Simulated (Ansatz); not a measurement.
Fluorite PbF₂ (high-temperature phase) was calculated with PBE0-D3(BJ) (PAW; Ansatz, a program for electronic structure).

Numerical settings: plane-wave cutoff 460 eV, 8×8×8 k mesh, Fermi–Dirac smearing 0.01 eV, scalar-relativistic PAW data made under PBE.

The cell is scaled about its equilibrium volume:

```json
[
 {"V (Å³/atom)": "16.332", "P (GPa)": "4.41", "direct gap at Γ (eV)": "12.072", "smallest gap on the k mesh (eV)": "6.389"},
 {"V (Å³/atom)": "16.762", "P (GPa)": "2.05", "direct gap at Γ (eV)": "11.865", "smallest gap on the k mesh (eV)": "6.419"},
 {"V (Å³/atom)": "17.191", "P (GPa)": "0.00", "direct gap at Γ (eV)": "11.665", "smallest gap on the k mesh (eV)": "6.444"},
 {"V (Å³/atom)": "17.621", "P (GPa)": "-1.77", "direct gap at Γ (eV)": "11.470", "smallest gap on the k mesh (eV)": "6.466"},
 {"V (Å³/atom)": "18.051", "P (GPa)": "-3.30", "direct gap at Γ (eV)": "11.282", "smallest gap on the k mesh (eV)": "6.484"}
]
```

The fundamental gap (6.44 eV at the equilibrium volume, on the SCF mesh) lies elsewhere than Γ–Γ.

Spin–orbit coupling is not included; with these elements it can move the gap by several tenths of an eV or more.
